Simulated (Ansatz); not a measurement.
# Report: zincblende BAs (F-43m), uniaxial stress along [110]

Cell and atoms are relaxed with PBEsol to each stress (compression positive); bands and masses by r2SCAN with spin-orbit coupling, rigid bands (plane waves, PAW; Ansatz, a first-principles code). Strains are changes of length against the unloaded cell.

```cif
data_As4B4
_chemical_formula_sum 'B4 As4'
_space_group_name_H-M_alt 'F-43m'
_space_group_IT_number 216
_space_group_name_Hall 'F -4 2 3'
_cell_length_a 4.76788
_cell_length_b 4.76788
_cell_length_c 4.76788
_cell_angle_alpha 90.000
_cell_angle_beta 90.000
_cell_angle_gamma 90.000
loop_
_atom_site_label
_atom_site_type_symbol
_atom_site_symmetry_multiplicity
_atom_site_Wyckoff_symbol
_atom_site_fract_x
_atom_site_fract_y
_atom_site_fract_z
_atom_site_occupancy
B1 B 4 a 0.00000 0.00000 0.00000 1
As1 As 4 d 0.75000 0.75000 0.75000 1
```
(The calculation used a cell of 2 atoms; values per cell refer to that cell.)

| stress (GPa) | strain [110] (%) | strain [1−10] (%) | strain [00−1] (%) | gap (eV) | mean mₑ* |
|---|---|---|---|---|---|
| -16.00 | 6.34 | -0.11 | -1.67 | 0.434 | 0.36 |
| -9.60 | 3.48 | -0.06 | -0.90 | 0.873 | 0.34 |
| -3.20 | 1.08 | -0.02 | -0.27 | 1.184 | 0.30 |
| 0 | 0 | 0 | 0 | 1.300 | 0.30 |
| 3.20 | -1.01 | 0.02 | 0.26 | 1.208 | 0.30 |
| 9.60 | -2.88 | 0.06 | 0.72 | 0.991 | 0.30 |

[110] is the direction of the load. Masses are conductivity masses at 300 K in electron masses, harmonic means over x, y and z.

From the two loads next to zero, find the Young modulus and the ratio of transverse to axial strain, taking [1−10].

Between -3.20 and 3.20 GPa the strain along [110] changes by -2.09 % and that along [1−10] by 0.04 %. The modulus is 6.40/0.0209 = 310 GPa and the ratio of the strains 0.02 (PBEsol, atoms relaxed).

Is the response still linear at the largest tension?

The modulus predicts 5.22 % at -16.00 GPa; the table has 6.34 %, so the crystal is softer there.

How fast does the gap move on either side of zero load?

Under tension, (1.184 − 1.300) eV over -3.20 GPa = 36 meV/GPa, or about -11 eV per unit strain; under compression, (1.208 − 1.300) eV over 3.20 GPa = -29 meV/GPa, or about 9.1 eV per unit strain. The two slopes part by 65 meV/GPa; gaps are resolved to about 0.01 eV, which allows 6 meV/GPa, so they differ, even in sign: the gap has a turning point near zero load.

Masses are those of dilute carriers in rigid bands with one relaxation time, without polarons. Third decimals of gaps are kept for the arithmetic. Every relaxation keeps the zincblende phase (space group Imm2 under this load), so a transition, a distortion that breaks the symmetry or fracture can't show.
